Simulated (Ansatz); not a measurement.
## Pt3GaC (model structure, started from the Ni3MgC type, Pm-3m, No. 221, 5 atoms in the cell): properties by level of theory

```csv
level (code),lattice parameter a (Å),bulk modulus (GPa)
LDA (Ansatz),[?],232
PBE (Ansatz),[?],[?]
PBEsol (Ansatz),[?],[?]
```

### Question
What belongs in the gaps?

### Answer

- LDA (Ansatz, a quantum-chemistry and plane-wave program), lattice parameter a (Å): 4.117
- PBE (Ansatz), lattice parameter a (Å): 4.196
- PBE (Ansatz), bulk modulus (GPa): 192
- PBEsol (Ansatz), lattice parameter a (Å): 4.144
- PBEsol (Ansatz), bulk modulus (GPa): 219

Caveats: the bulk modulus is −V dP/dV from two relaxed cells at ±2 % in volume (LDA, PBE, PBEsol). Ansatz's density-functional and Hartree–Fock values are scalar-relativistic unless marked +SOC, with PAW data made under PBE.

Static lattice: no zero-point or thermal effects.

A model structure was made by putting elements into a prototype or built by hand; it is no filed structure, need not be a known phase, and can be a saddle point held by its symmetry.
